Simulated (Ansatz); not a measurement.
A slab with vacuum along the third vector:

```xyz
4
Lattice="2.9334 0.0000 0.0000 -1.4667 2.5404 0.0000 0.0000 0.0000 23.5000" Properties=species:S:1:pos:R:3 pbc="T T T"
Ag     0.0000     1.6936     8.1864
Ag     1.4667     0.8468    10.5611
Ag     0.0000     0.0000    12.9389
Ag     0.0000     1.6936    15.3136
```

Slab: 4 atoms, 7.2 Å thick at the start (thin: gaps and levels are the slab's own); k 15x15x1, smearing 0.1 eV, dipole-corrected; all atoms relaxed; start symmetry kept, larger cells not searched; no spin, no spin-orbit, no U.

Q: Predict the work function of the top face from PBE in Ansatz (a first-principles code).

A: 4.45 eV

Q: Predict the surface energy (mean of both faces) from PBE.

A: 0.75 J/m²
